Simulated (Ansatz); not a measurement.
The reference is BeSe in the zinc blende structure (space group F-43m, No. 216).

```yaml
crystal:
  lattice:
    - [0.00000, 2.56446, 2.56446]
    - [2.56446, 0.00000, 2.56446]
    - [2.56446, 2.56446, 0.00000]
  atoms:
    - { symbol: Se, position: [0.75000, 0.75000, 0.75000] }
    - { symbol: Be, position: [0.00000, 0.00000, 0.00000] }
```

Cartesian axes are those of the cell as printed.

Method: PBEsol, PAW, 420 eV (Ansatz, a first-principles code; scalar-relativistic without spin-orbit coupling).

Now apply this change: every lattice vector is stretched by 1.28 %, atoms relaxed at fixed cell.

### Question
Predict the stress tensor and what it implies for the stiffness.

### Answer
Stress of the strained cell less that of the base (GPa, compression positive):
```
  -2.82    0.00    0.00
   0.00   -2.82    0.00
   0.00    0.00   -2.82
```

Then B = −ΔP/(ΔV/V₀) with ΔV/V₀ = 0.0389 gives secant stiffness values (nonlinear terms included at this strain): B ≈ 72 GPa.

As a check, the harmonic strain energy −½ V₀ Δσ:ε is 5.7 meV/atom; the computed energy rise is 6.0 meV/atom.

Whether these cells are dynamically stable was not tested.
